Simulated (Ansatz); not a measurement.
**Effect of Zr → Nb on ZrN**

Base system: ZrN in the rock salt structure (space group Fm-3m, No. 225; a = 4.5528 Å).

Perturbation: every Zr is replaced by Nb, then cell and atoms are relaxed.

Method: DFT with PBEsol, PAW potentials and a 420 eV plane-wave cutoff in Ansatz (a first-principles code), scalar-relativistic without spin-orbit coupling, earlier PAW set. Settings: 18×18×18 k-points, 0.05 eV Fermi–Dirac smearing.

```csv
quantity,base,changed,shift
volume per atom,11.80 Å³,10.50 Å³,-1.293 Å³
space group,Fm-3m (No. 225),Fm-3m (No. 225),–
band gap,zero,zero,–
```

Final structure:

```
NbN
1.0
    0.00000     2.19001     2.19001
    2.19001     0.00000     2.19001
    2.19001     2.19001     0.00000
N Nb
1 1
Direct
  0.00000   0.00000   0.00000
  0.50000   0.50000   0.50000
```

Cost of the whole job for the changed cell (relaxation, final SCF and bands): about 25 core-seconds (a rough figure).

Whether these cells are dynamically stable was not tested. The final runs are not spin-polarised. An odd electron count without spin: ZrN.
